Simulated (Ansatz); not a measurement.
# BeS: response to strain

Consider BeS in the zinc blende structure (space group F-43m, No. 216; a = 4.838 Å). Axes: x, y, z lie along the cube axes.

Strains are applied to the cell and any free atomic positions relax.

Level of theory: Ansatz (a quantum-chemistry and plane-wave program), PBEsol, PAW, cutoff 420 eV, no SOC.

Notes on the quantities. energy relative to the base: free energy F.

| uniaxial strain ε_zz (%) | energy relative to the base (meV/atom) |
|---|---|
| 0 | 0.0 |
| 0.5 | ? |
| 1 | 0.7 |
| 1.5 | 1.6 |
| 2 | 2.8 |
| 2.5 | 4.4 |
| 3 | 6.3 |

Problem. Fit ΔE = Aε² + Bε³ (ε in %) to the rows shown and predict the withheld row.

Solution. Least squares on the printed values gives A = 0.711 and B = -0.0035 meV/atom (largest residual 0.0 meV/atom); this predicts 0.2 meV/atom, and the run gives 0.2 meV/atom, in agreement.

Whether these cells are dynamically stable was not tested.
